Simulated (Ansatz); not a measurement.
## Al: pressure series

Start from Al (space group P6_3/mmc, No. 194; a = 2.829 Å, c = 9.369 Å; a cell from a computed database, its experimental status unchecked).

Cell and atoms are relaxed at each pressure.

Method: PBEsol (Ansatz, a quantum-chemistry and plane-wave program, PAW, without spin-orbit coupling).

| P (GPa) | V (Å³/atom) |
|---|---|
| -1.00 | 16.446 |
| 0.30 | 16.180 |
| 0.70 | 16.103 |
| 1.50 | 15.952 |
| 2.99 | 15.693 |
| 5.00 | 15.376 |
| 7.50 | 15.024 |
| 10.00 | 14.711 |

Task: Fit a third-order Birch–Murnaghan equation of state.

Result: Least squares on P(V) = (3B₀/2)[(V₀/V)^(7/3) − (V₀/V)^(5/3)]·[1 + (3/4)(B₀′ − 4)((V₀/V)^(2/3) − 1)] gives V₀ = 16.24 Å³/atom, B₀ = 81 GPa and B₀′ = 4.5.

Load acts through the strain it causes; cell and atoms are relaxed under it. Whether these cells are dynamically stable was not tested. No other phases were tried under pressure. This is not the structure that Al has at room temperature and ambient pressure.
